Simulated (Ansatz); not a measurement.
Nb_Si in metastable 2H silicon carbide (start: the Si site; 96-site cell, 2×2×2 shifted sampling). All values below come from PBE, PAW (plane waves to 420 eV; Ansatz, a first-principles code). Total energies of the localised charge states, counted from that of charge +1, and their image corrections (point charge with alignment); the host's valence-band maximum lies at 9.434 eV on the cells' energy zero and its gap is 2.31 eV.

```
charge         moment (μB)  E − E(first) (eV)  correction (eV)
------  ------------------  -----------------  ---------------
+1      not spin-polarised              0.000            0.377
0                      1.0             11.342            0.000
−1                     2.0             22.915           -0.023
```

Question: Derive the transition levels above the valence-band maximum and say which of them are thermodynamic.

Answer: A level is the Fermi energy at which two charges have equal formation energy: ε(q/q′) = [E(q′) + corr(q′) − E(q) − corr(q)] / (q − q′) − E_VBM.
ε(+1/0) = [(11.342 + 0.000) − (0.000 + 0.377)] / 1 − 9.434 = 1.53 eV
ε(0/−1) = [(22.915 + -0.023) − (11.342 + 0.000)] / 1 − 9.434 = 2.12 eV
Thermodynamic levels at least 0.1 eV inside the gap: (+1/0) at 1.53 eV; (0/−1) at 2.12 eV. They hold to tenths of an eV in this cell. Only the charges listed were compared. At charge +2 the carrier sat in host band states, shallow at most. Flagged in the runs: a host whose relaxation on this sampling wasn't shown to rest.
